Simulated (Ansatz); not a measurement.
An Ansatz (a first-principles code) input for cubic ZrO2:

Ansatz 0.2 input:
```yaml
crystal:
  lattice:
    - [0.0, 2.5580047, 2.5580047]
    - [2.5580047, 0.0, 2.5580047]
    - [2.5580047, 2.5580047, 0.0]
  atoms:
    - { symbol: Zr, position: [0.0, 0.0, 0.0] }
    - { symbol: O, position: [0.25, 0.25, 0.25] }
    - { symbol: O, position: [0.75, 0.75, 0.75] }
basis:
  ecutwfc: 500
  ecutrho_ratio: 4
  xc_grid: 4
kpoints:
  mp_grid: { grid: [11, 11, 11] }
hamiltonian:
  xc: r2scan
  dispersion: none
  pseudopotentials: { kind: paw }
scf:
  n_extra_bands: 8
  occupations: { method: fermi_dirac, width: 0.01 }
  convergence: { dr2_threshold: 0.000000001 }
output:
  eigenstates:
    kpoints:
      - [0.0, 0.0, 0.0]
      - [0.038462, 0.0, 0.038462]
      - [0.076923, 0.0, 0.076923]
      - [0.115385, 0.0, 0.115385]
      - [0.153846, 0.0, 0.153846]
      - [0.192308, 0.0, 0.192308]
      - [0.230769, 0.0, 0.230769]
      - [0.269231, 0.0, 0.269231]
      - [0.307692, 0.0, 0.307692]
      - [0.346154, 0.0, 0.346154]
      - [0.384615, 0.0, 0.384615]
      - [0.423077, 0.0, 0.423077]
      - [0.461538, 0.0, 0.461538]
      - [0.5, 0.0, 0.5]
      - [0.5, 0.041667, 0.541667]
      - [0.5, 0.083333, 0.583333]
      - [0.5, 0.125, 0.625]
      - [0.5, 0.166667, 0.666667]
      - [0.5, 0.208333, 0.708333]
      - [0.5, 0.25, 0.75]
      - [0.46875, 0.28125, 0.75]
      - [0.4375, 0.3125, 0.75]
      - [0.40625, 0.34375, 0.75]
      - [0.375, 0.375, 0.75]
      - [0.35, 0.35, 0.7]
      - [0.325, 0.325, 0.65]
      - [0.3, 0.3, 0.6]
      - [0.275, 0.275, 0.55]
      - [0.25, 0.25, 0.5]
      - [0.225, 0.225, 0.45]
      - [0.2, 0.2, 0.4]
      - [0.175, 0.175, 0.35]
      - [0.15, 0.15, 0.3]
      - [0.125, 0.125, 0.25]
      - [0.1, 0.1, 0.2]
      - [0.075, 0.075, 0.15]
      - [0.05, 0.05, 0.1]
      - [0.025, 0.025, 0.05]
      - [0.0, 0.0, 0.0]
      - [0.041667, 0.041667, 0.041667]
      - [0.083333, 0.083333, 0.083333]
      - [0.125, 0.125, 0.125]
      - [0.166667, 0.166667, 0.166667]
      - [0.208333, 0.208333, 0.208333]
      - [0.25, 0.25, 0.25]
      - [0.291667, 0.291667, 0.291667]
      - [0.333333, 0.333333, 0.333333]
      - [0.375, 0.375, 0.375]
      - [0.416667, 0.416667, 0.416667]
      - [0.458333, 0.458333, 0.458333]
      - [0.5, 0.5, 0.5]
      - [0.515625, 0.46875, 0.515625]
      - [0.53125, 0.4375, 0.53125]
      - [0.546875, 0.40625, 0.546875]
      - [0.5625, 0.375, 0.5625]
      - [0.578125, 0.34375, 0.578125]
      - [0.59375, 0.3125, 0.59375]
      - [0.609375, 0.28125, 0.609375]
      - [0.625, 0.25, 0.625]
      - [0.6, 0.25, 0.65]
      - [0.575, 0.25, 0.675]
      - [0.55, 0.25, 0.7]
      - [0.525, 0.25, 0.725]
      - [0.5, 0.25, 0.75]
      - [0.5, 0.275, 0.725]
      - [0.5, 0.3, 0.7]
      - [0.5, 0.325, 0.675]
      - [0.5, 0.35, 0.65]
      - [0.5, 0.375, 0.625]
      - [0.5, 0.4, 0.6]
      - [0.5, 0.425, 0.575]
      - [0.5, 0.45, 0.55]
      - [0.5, 0.475, 0.525]
      - [0.5, 0.5, 0.5]
      - [0.4875, 0.4875, 0.525]
      - [0.475, 0.475, 0.55]
      - [0.4625, 0.4625, 0.575]
      - [0.45, 0.45, 0.6]
      - [0.4375, 0.4375, 0.625]
      - [0.425, 0.425, 0.65]
      - [0.4125, 0.4125, 0.675]
      - [0.4, 0.4, 0.7]
      - [0.3875, 0.3875, 0.725]
      - [0.375, 0.375, 0.75]
      - [0.625, 0.25, 0.625]
      - [0.6, 0.2, 0.6]
      - [0.575, 0.15, 0.575]
      - [0.55, 0.1, 0.55]
      - [0.525, 0.05, 0.525]
      - [0.5, 0.0, 0.5]
    e_range: [-5.0, 12.0]
    localisation: false
  eigenvalues: true
```

Level of theory: r2SCAN (plane waves to 500 eV, PAW; Ansatz). No spin–orbit coupling. Its k-point mesh 11×11×11, Fermi–Dirac width 0.01 eV.

**Question.** What does the end of the output print (band table and long remarks left out, numbers rounded to eight decimals)?

**Answer.** 
```
SCF converged after 8 iterations
Free energy (F): -5338.052955 eV
Harris-Foulkes:  -5338.052955 eV  (|F-HF|=6.37e-11)
Internal energy: -5338.052955 eV  (E = F + TS)
E sigma→0 (E₀):  -5338.052955 eV
Fermi energy:    13.502851 eV
--- Per-component energies (eV) ---
  E_band       = -86.385373
  E_kinetic    = 687.938114
  E_local      = -1151.373796  (includes V_loc(G=0)·N_el)
  E_nonlocal   = 169.211709
  E_hartree    = 380.242622
  E_xc         = -305.357716
  E_vxc        = -425.923495  (∫ρ·V_xc dr)
  E_paw        = -3289.335302  (= ΣΔE_a)
  E_vpaw       = -152.525206  (= ΣTr[D̂ρ^β])
  E_aug_tail   = 0.002083  (compensation charges beyond the density's cutoff)
  E_vtau       = 25.799767  (kinetic-family band-sum trace: ∫τ·v_τ [+ j·A + Jᵃ·Aᵃ] dr)
  E_ewald      = -1829.152045
  E_core_change = -0.228623  (= ΣΔE_core)
  E_smearing   = 0.000000  (= −TS)
  E_closure    = 0.000000  (closes the sum)
  Σ components = -5338.052955   (vs F -5338.052955, Δ=0.00e0)
```

Cost: roughly 7 core-seconds.
